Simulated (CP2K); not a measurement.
Worked example: self-consistent single point of ScZn (Pm-3m, 2 atoms in the cell) in CP2K

Method of the run: PBEsol, GPW, DZVP-MOLOPT-SR-GTH basis, GTH-PBE potentials (GTH_POTENTIALS) in CP2K 2026.2.

Input as run:

```
&GLOBAL
  PROJECT sczn
  RUN_TYPE ENERGY_FORCE
  PRINT_LEVEL MEDIUM
&END GLOBAL
&FORCE_EVAL
  METHOD Quickstep
  STRESS_TENSOR ANALYTICAL
  &DFT
    BASIS_SET_FILE_NAME BASIS_MOLOPT
    POTENTIAL_FILE_NAME GTH_POTENTIALS
    &QS
      METHOD GPW
      EPS_DEFAULT 1E-10
    &END QS
    &MGRID
      CUTOFF 600
      REL_CUTOFF 60
      NGRIDS 5
    &END MGRID
    &SCF
      SCF_GUESS ATOMIC
      EPS_SCF 1E-7
      MAX_SCF 100
      ADDED_MOS 5
      &DIAGONALIZATION
        ALGORITHM STANDARD
      &END DIAGONALIZATION
      &MIXING
        METHOD BROYDEN_MIXING
        ALPHA 0.3
        NBUFFER 8
      &END MIXING
      &SMEAR ON
        METHOD MARZARI_VANDERBILT
        SIGMA [eV] 0.2
      &END SMEAR
    &END SCF
    &KPOINTS
      SCHEME MONKHORST-PACK 8 8 8
      GAMMA_CENTERED T
    &END KPOINTS
    &XC
      &XC_FUNCTIONAL
        &PBE
          PARAMETRIZATION PBESOL
        &END PBE
      &END XC_FUNCTIONAL
    &END XC
    &PRINT
      &MO
        EIGENVALUES T
        OCCUPATION_NUMBERS T
        NDIGITS 8
        FILENAME mo
        &EACH
          QS_SCF 0
        &END EACH
        ADD_LAST NUMERIC
      &END MO
      &MULLIKEN ON
      &END MULLIKEN
    &END PRINT
  &END DFT
  &SUBSYS
    &CELL
      A 3.33402000 0.00000000 0.00000000
      B 0.00000000 3.33402000 0.00000000
      C 0.00000000 0.00000000 3.33402000
      PERIODIC XYZ
    &END CELL
    &COORD
      SCALED
      Sc       0.00000000     0.00000000     0.00000000
      Zn       0.50000000     0.50000000     0.50000000
    &END COORD
    &KIND Sc
      BASIS_SET DZVP-MOLOPT-SR-GTH-q11
      POTENTIAL GTH-PBE-q11
    &END KIND
    &KIND Zn
      BASIS_SET DZVP-MOLOPT-SR-GTH-q12
      POTENTIAL GTH-PBE-q12
    &END KIND
  &END SUBSYS
  &PRINT
    &FORCES ON
    &END FORCES
    &STRESS_TENSOR ON
    &END STRESS_TENSOR
  &END PRINT
&END FORCE_EVAL
```

Output (repeated stretches shortened):

```
 GLOBAL| Method name                                                        CP2K
 GLOBAL| Project name                                                       sczn
 GLOBAL| Run type                                                   ENERGY_FORCE

 CELL| Volume [angstrom^3]:                                            37.059931
 CELL| Vector a [angstrom]:       3.334     0.000     0.000   |a| =     3.334020
 CELL| Vector b [angstrom]:       0.000     3.334     0.000   |b| =     3.334020
 CELL| Vector c [angstrom]:       0.000     0.000     3.334   |c| =     3.334020
 CELL| Angle (b,c), alpha [degree]:                                    90.000000
 CELL| Angle (a,c), beta  [degree]:                                    90.000000
 CELL| Angle (a,b), gamma [degree]:                                    90.000000
 CELL| Numerically orthorhombic:                                             YES
 CELL| Periodicity                                                           XYZ

 DFT| Spin restricted Kohn-Sham (RKS) calculation                            RKS
 DFT| Multiplicity                                                             2
 DFT| Number of spin states                                                    1
 DFT| Charge                                                                   0
 DFT| XC density smoothing                                                  NONE
 DFT| XC derivatives                                                          PW

 QS| Method:                                                                 GPW
 QS| Density plane wave grid type                        NON-SPHERICAL FULLSPACE
 QS| Number of grid levels:                                                    5
 QS| Density cutoff [a.u.]:                                                300.0
 QS| Multi grid cutoff [a.u.]: 1) grid level                               300.0
   [... lines left out ...]
 BRILLOUIN| Wavefunction type                                            COMPLEX
 BRILLOUIN| List of Kpoints [2 Pi/Bohr]                                      260
 BRILLOUIN| Number           Weight            X              Y              Z
 BRILLOUIN|     1           0.00391       -0.37500       -0.37500       -0.37500
 BRILLOUIN|     2           0.00391       -0.37500       -0.37500       -0.25000
 BRILLOUIN|     3           0.00391       -0.37500       -0.37500       -0.12500
   [... 257 lines left out ...]
 *******************************************************************************

 Extrapolation method: initial_guess

 Re-scaling the density matrix to get the right number of electrons
                  # Electrons              Trace(P)               Scaling factor
                           23                23.000                        1.000

 Number of electrons:                                                         23
 Number of occupied orbitals:                                                 12
 Number of molecular orbitals:                                                17

 Number of orbital functions:                                                 51
 Number of independent orbital functions:                                     51
 SCF WAVEFUNCTION OPTIMIZATION

  Step     Update method      Time    Convergence         Total energy    Change
     1 NoMix/Diag. 0.30E+00      -     1.56812151      -107.3450782395 -1.07E+02
     2 Broy./Diag. 0.30E+00      -     0.07422140      -107.8746793955 -5.30E-01
     3 Broy./Diag. 0.30E+00      -     0.01523400      -107.2494913361  6.25E-01
     4 Broy./Diag. 0.30E+00      -     0.00818669      -107.0443101315  2.05E-01
     5 Broy./Diag. 0.30E+00      -     0.00277236      -106.9831465230  6.12E-02
     6 Broy./Diag. 0.30E+00      -     0.00033898      -106.9971762035 -1.40E-02
     7 Broy./Diag. 0.30E+00      -     0.00052564      -106.9962751917  9.01E-04
     8 Broy./Diag. 0.30E+00      -     0.00005473      -106.9968720449 -5.97E-04
     9 Broy./Diag. 0.30E+00      -     0.00000999      -106.9969705612 -9.85E-05
    10 Broy./Diag. 0.30E+00      -     0.00000840      -106.9969877388 -1.72E-05
    11 Broy./Diag. 0.30E+00      -     0.00000062      -106.9969555510  3.22E-05
    12 Broy./Diag. 0.30E+00      -     0.00000011      -106.9969534973  2.05E-06
    13 Broy./Diag. 0.30E+00      -     0.00000003      -106.9969534830  1.43E-08
  *** SCF run converged in    13 steps ***

  Electronic density on regular grids:        -22.9999999987        0.0000000013
  Core density on regular grids:               22.9999999983       -0.0000000017
  Total charge density on r-space grids:       -0.0000000004
  Total charge density g-space grids:          -0.0000000004

  Overlap energy of the core charge distribution:               0.00000000000000
  Self energy of the core charge distribution:               -168.30865727685168
  Core Hamiltonian energy:                                     46.87414413984178
  Hartree energy:                                              29.33142990434204
  Exchange-correlation energy:                                -14.89384687772649
  Smearing free energy correction:                             -0.00002337264473
  Fermi energy:                                                 0.27520408962990

  Total energy:                                              -106.99695348302826

                     Mulliken Population Analysis

 #  Atom  Element  Kind  Atomic population                           Net charge
       1     Sc       1         10.949972                              0.050028
       2     Zn       2         12.050028                             -0.050028
 # Total charge                             23.000000                 -0.000000

 ENERGY| Total FORCE_EVAL ( QS ) energy [hartree]           -106.996953491031874

 FORCES| Atomic forces [hartree/bohr]
 FORCES|   Atom     x               y               z               |f|
 FORCES|      1  6.69577287E-10  6.69577233E-10  6.69574280E-10   1.15974011E-09
 FORCES|      2  3.48702586E-09  3.48702494E-09  3.48702481E-09   6.03970482E-09
 FORCES| Sum     4.15660314E-09  4.15660218E-09  4.15659909E-09
 FORCES| Total atomic force                                       7.19944493E-09

 STRESS| Analytical stress tensor [bar]
 STRESS|                        x                   y                   z
 STRESS|      x       -2.04713267077E+04   2.04461174266E-03   2.04461015573E-03
 STRESS|      y        2.04461174266E-03  -2.04713267077E+04   2.04460933203E-03
 STRESS|      z        2.04461015573E-03   2.04460933203E-03  -2.04711461152E+04
 STRESS| 1/3 Trace                                            -2.04712665102E+04
```

The run converged in 13 iterations.

The starting cell comes from a database of computed structures (which also holds hypothetical and non-ambient phases and stackings), without a prior relaxation at this level. Values carry the incompleteness of an atom-centred basis. The potentials were made for another functional than the one used.

Cost on one core of a shared machine: roughly 2 min.
